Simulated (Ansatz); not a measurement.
For W2Si (model structure, started from the Fe2P type, P-62m, No. 189, 9 atoms in the cell), PBEsol (Ansatz, a program for electronic structure, PAW) gives:

| Quantity | Value |
|---|---|
| lattice parameter a | 6.944 Å |
| lattice parameter c | 3.117 Å |

Task: What does PBE-D3(BJ) (Ansatz, plane waves, PAW) give for the same quantities?

Result: 
- lattice constant a: 6.938 Å (drops by 0.1 %)
- lattice parameter c: 3.120 Å (increases by 0.1 %)

Changes are worked out from the printed values.

Unless a cell is named, each level is at its own relaxed cell (PBEsol 14.46, PBE-D3(BJ) 14.45 Å³/atom).

Levels without +SOC leave out spin–orbit coupling, which shifts energies and cells of such heavy elements.

Ansatz's density-functional and Hartree–Fock values are scalar-relativistic unless marked +SOC, with PAW data made under PBE.

A model structure was made by putting elements into a prototype or built by hand; it is no filed structure, need not be a known phase, and can be a saddle point held by its symmetry.
